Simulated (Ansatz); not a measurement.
Electronic density of states of amorphous Al₂₈O₄₃Li₂, density 3.01 g/cm³, on a 2×2×2 Γ-centred mesh with a Gaussian width of 0.1 eV; energies count from the Fermi level, whose place inside the gap is arbitrary. Cell and mesh are small, so fine structure isn't converged. All values below come from PBE, scalar-relativistic without spin-orbit coupling (plane waves to 420 eV, PAW; Ansatz, a first-principles code). Sampling: a 2×2×2 Γ-centred mesh; Fermi-Dirac width 0.02 eV; no spin polarisation. At PBE the levels at the filled edge of the gap are localised (band-tail or defect states), and the nearest spread-out levels lie 4.0 eV apart at the zone centre.

Preparation: random packing, a CHGNet melt and quench, and a DFT relaxation. O atoms were pushed apart under 1.9 Å during the dynamics, to hinder bonds among them. The hot cell started wider than the set density and was brought back towards it in steps. It is the lowest in DFT energy of 2 quenches. It is a model cell: composition and starting density were chosen by hand, and all elements were melted together. No dispersion term was used. Its density started from a set value of 3.07 and ended at 3.01 g/cm³. The simulated quench (nominally 410 K/ps over its main leg) is rapid and tends to freeze in more defects than a deposited or slowly cooled glass has. A cell of this size samples the disorder only roughly. Volume and shape were free in the relaxation.

(E - EF (eV), states/(eV atom)): (-12.00, 0.00); (-11.90, 0.00); (-11.80, 0.00); (-11.70, 0.00); (-11.60, 0.00); (-11.50, 0.00); (-11.40, 0.00); (-11.30, 0.00); (-11.20, 0.00); (-11.10, 0.00); (-11.00, 0.00); (-10.90, 0.00); (-10.80, 0.00); (-10.70, 0.00); (-10.60, 0.00); (-10.50, 0.00); (-10.40, 0.00); (-10.30, 0.00); (-10.20, 0.00); (-10.10, 0.00); (-10.00, 0.00); (-9.90, 0.00); (-9.80, 0.00); (-9.70, 0.00); (-9.60, 0.00); (-9.50, 0.00); (-9.40, 0.00); (-9.30, 0.00); (-9.20, 0.00); (-9.10, 0.00); (-9.00, 0.00); (-8.90, 0.01); (-8.80, 0.07); (-8.70, 0.12); (-8.60, 0.11); (-8.50, 0.19); (-8.40, 0.26); (-8.30, 0.33); (-8.20, 0.35); (-8.10, 0.33); (-8.00, 0.35); (-7.90, 0.38); (-7.80, 0.40); (-7.70, 0.38); (-7.60, 0.36); (-7.50, 0.38); (-7.40, 0.41); (-7.30, 0.38); (-7.20, 0.34); (-7.10, 0.36); (-7.00, 0.41); (-6.90, 0.49); (-6.80, 0.49); (-6.70, 0.45); (-6.60, 0.42); (-6.50, 0.47); (-6.40, 0.50); (-6.30, 0.46); (-6.20, 0.44); (-6.10, 0.51); (-6.00, 0.54); (-5.90, 0.58); (-5.80, 0.55); (-5.70, 0.53); (-5.60, 0.56); (-5.50, 0.60); (-5.40, 0.61); (-5.30, 0.59); (-5.20, 0.61); (-5.10, 0.59); (-5.00, 0.61); (-4.90, 0.61); (-4.80, 0.60); (-4.70, 0.62); (-4.60, 0.69); (-4.50, 0.74); (-4.40, 0.73); (-4.30, 0.71); (-4.20, 0.68); (-4.10, 0.67); (-4.00, 0.69); (-3.90, 0.74); (-3.80, 0.75); (-3.70, 0.72); (-3.60, 0.73); (-3.50, 0.77); (-3.40, 0.73); (-3.30, 0.72); (-3.20, 0.73); (-3.10, 0.77); (-3.00, 0.78); (-2.90, 0.73); (-2.80, 0.67); (-2.70, 0.63); (-2.60, 0.57); (-2.50, 0.50); (-2.40, 0.38); (-2.30, 0.35); (-2.20, 0.27); (-2.10, 0.18); (-2.00, 0.06); (-1.90, 0.00); (-1.80, 0.00); (-1.70, 0.03); (-1.60, 0.13); (-1.50, 0.10); (-1.40, 0.01); (-1.30, 0.00); (-1.20, 0.00); (-1.10, 0.00); (-1.00, 0.00); (-0.90, 0.00); (-0.80, 0.00); (-0.70, 0.00); (-0.60, 0.00); (-0.50, 0.00); (-0.40, 0.00); (-0.30, 0.00); (-0.20, 0.00); (-0.10, 0.00); (0.00, 0.00); (0.10, 0.00); (0.20, 0.00); (0.30, 0.00); (0.40, 0.00); (0.50, 0.00); (0.60, 0.00); (0.70, 0.00); (0.80, 0.00); (0.90, 0.00); (1.00, 0.00); (1.10, 0.00); (1.20, 0.00); (1.30, 0.00); (1.40, 0.00); (1.50, 0.02); (1.60, 0.01); (1.70, 0.00); (1.80, 0.00); (1.90, 0.00); (2.00, 0.00); (2.10, 0.00); (2.20, 0.02); (2.30, 0.05); (2.40, 0.06); (2.50, 0.05); (2.60, 0.02); (2.70, 0.03); (2.80, 0.07); (2.90, 0.07); (3.00, 0.06); (3.10, 0.07); (3.20, 0.08); (3.30, 0.09); (3.40, 0.06); (3.50, 0.02); (3.60, 0.04); (3.70, 0.11); (3.80, 0.13); (3.90, 0.11); (4.00, 0.12); (4.10, 0.16); (4.20, 0.19); (4.30, 0.18); (4.40, 0.15); (4.50, 0.12); (4.60, 0.14); (4.70, 0.20); (4.80, 0.21); (4.90, 0.27); (5.00, 0.32); (5.10, 0.34); (5.20, 0.31); (5.30, 0.29); (5.40, 0.32); (5.50, 0.34); (5.60, 0.28); (5.70, 0.31); (5.80, 0.37); (5.90, 0.35); (6.00, 0.35); (6.10, 0.36); (6.20, 0.37)

The level gap on this mesh is 3.08 eV; the broadening fills part of it in the curve.
